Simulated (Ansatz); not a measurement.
**What pressure 60 GPa does to LiNbO3**

The parent structure is LiNbO3 (space group R3c, No. 161; a = 5.190 Å, c = 14.016 Å (hexagonal axes)).

Perturbation: a hydrostatic pressure of 60 GPa.

Calculations: Ansatz (a quantum-chemistry and plane-wave program), PBE, PAW, cutoff 420 eV, no SOC, earlier PAW set. Settings: 8×8×8 k-points, 0.05 eV Fermi–Dirac smearing.

The volume per atom falls by 3.07 Å³ to 7.83 Å³ and the density goes up by 1.767 g/cm³ (4.51 g/cm³ → 6.27 g/cm³). The lattice parameter a shrinks by 0.448 Å to 4.742 Å and the c/a ratio drops by 0.158, from 2.701 to 2.543. The enthalpy H = E + PV relative to the base's energy amounts to +3.42 eV/atom and the band gap drops by 0.25 eV (3.54 eV → 3.29 eV) (an upper bound: an edge found on the path is not a true extremum; the changed cell).

Load acts through the strain it causes; cell and atoms are relaxed under it. Whether these cells are dynamically stable was not tested. No other phases were tried under pressure.
